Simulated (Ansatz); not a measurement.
The reference is MgO in the rock salt structure (space group Fm-3m, No. 225; a = 4.254 Å).

Method: Kohn–Sham DFT with the PBE functional, run in Ansatz (a quantum-chemistry and plane-wave program) with PAW and 420 eV plane waves, without spin-orbit coupling.

For the base:

The pressure is 0.01 GPa.

Perturbation: every lattice vector is stretched by 1.50 %, atoms relaxed at fixed cell.

**Question.** What happens to the pressure?

**Answer.** The pressure decreases by 6.074 GPa to -6.07 GPa.

**Question.** What does the calculation give for the energy relative to the base after the change?

**Answer.** The energy rises by 8.6 meV/atom.

The cells carry an imposed strain or load. Whether these cells are dynamically stable was not tested.
